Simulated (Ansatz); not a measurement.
Ta2Pd3Se8 (Pbam, No. 55, 26 atoms in the cell; start mp-18010) was calculated with LDA (plane waves, PAW; Ansatz, a quantum-chemistry and plane-wave program).

Numerical settings: plane-wave cutoff 520 eV, 4×4×10 k mesh (along the axes of the cell as run), Fermi–Dirac smearing 0.01 eV, scalar-relativistic PAW data made under PBE.

Cell (relaxed with PBEsol):

```xyz
26
Lattice="10.8016 0.0000 0.0000 0.0000 15.1446 0.0000 0.0000 0.0000 3.5388" Properties=species:S:1:pos:R:3 pbc="T T T"
Ta     7.5992     5.7375     1.7694
Ta     3.2024     9.4072     1.7694
Ta     2.1984     1.8349     1.7694
Ta     8.6032    13.3098     1.7694
Pd     9.3366     4.2123     0.0000
Pd     1.4650    10.9323     0.0000
Pd     3.9358     3.3600     0.0000
Pd     6.8658    11.7846     0.0000
Pd     5.4008     7.5723     0.0000
Pd     0.0000     0.0000     0.0000
Se    10.1547     5.7201     1.7694
Se     0.6469     9.4245     1.7694
Se     4.7539     1.8522     1.7694
Se     6.0477    13.2924     1.7694
Se     7.9392     3.2102     1.7694
Se     2.8624    11.9345     1.7694
Se     2.5384     4.3621     1.7694
Se     8.2632    10.7825     1.7694
Se     5.7665     5.1764     0.0000
Se     5.0351     9.9682     0.0000
Se     0.3657     2.3959     0.0000
Se    10.4359    12.7487     0.0000
Se     8.3587    15.2042     0.0000
Se     2.4429    -0.0595     0.0000
Se     2.9579     7.5128     0.0000
Se     7.8437     7.6318     0.0000
```

Q: What does this level give for the band gap, smallest direct gap on the k points sampled and direct gap at Γ?

A: 
- band gap = 0.51 eV
- smallest direct gap on the k points sampled = 0.68 eV
- direct gap at Γ = 0.70 eV

Note: cell and atoms aren't relaxed at this level (largest force component 0.20 eV/Å, pressure -2.6 GPa).

Spin–orbit coupling is not included.

Static lattice: no zero-point or thermal effects.

A start named mp-… is a Materials Project structure, which need not be a measured phase.
